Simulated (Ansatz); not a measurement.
Start from Ir in the fcc (Cu type) structure (space group Fm-3m, No. 225; a = 3.831 Å; relaxed with 0.1 eV smearing). Axes: x, y, z lie along the cube axes.

Structures relaxed with PBEsol (Ansatz, a quantum-chemistry and plane-wave program), no spin-orbit coupling, earlier PAW set.

Base:

Simulated powder pattern, Cu Kα1, λ = 1.54056 Å (kinematic, ideal powder, no thermal factors, no anomalous dispersion; the 10 strongest lines at most, above 2 %, up to 2θ = 90°):

```json
[
 {"2θ (°)": "40.76", "I/Imax (%)": "100", "hkl": "(111)"},
 {"2θ (°)": "47.42", "I/Imax (%)": "49", "hkl": "(200)"},
 {"2θ (°)": "69.32", "I/Imax (%)": "33", "hkl": "(220)"},
 {"2θ (°)": "83.65", "I/Imax (%)": "40", "hkl": "(311)"},
 {"2θ (°)": "88.30", "I/Imax (%)": "12", "hkl": "(222)"}
]
```

After one change:

Simulated powder pattern, Cu Kα1, λ = 1.54056 Å (kinematic, ideal powder, no thermal factors, no anomalous dispersion; the 10 strongest lines at most, above 2 %, up to 2θ = 90°):

| 2θ (°) | I/Imax (%) |
|---|---|
| 41.19 | 100 |
| 47.42 | 34 |
| 48.93 | 15 |
| 69.32 | 11 |
| 70.51 | 21 |
| 83.93 | 28 |
| 86.18 | 13 |
| 89.42 | 12 |

Task: Which change produced these results?
A) uniaxial strain ε_zz = +3.58 %
B) uniaxial strain ε_zz = +3.14 %
C) uniaxial strain ε_xx = −2.89 %
D) isotropic strain +3.37 %

Result: C, uniaxial strain ε_xx = −2.89 %. Its volume per atom is 13.65 Å³ against 14.06 Å³, and its space group is I4/mmm (No. 139).

No phonon test of stability was made. All final runs are without spin polarisation.
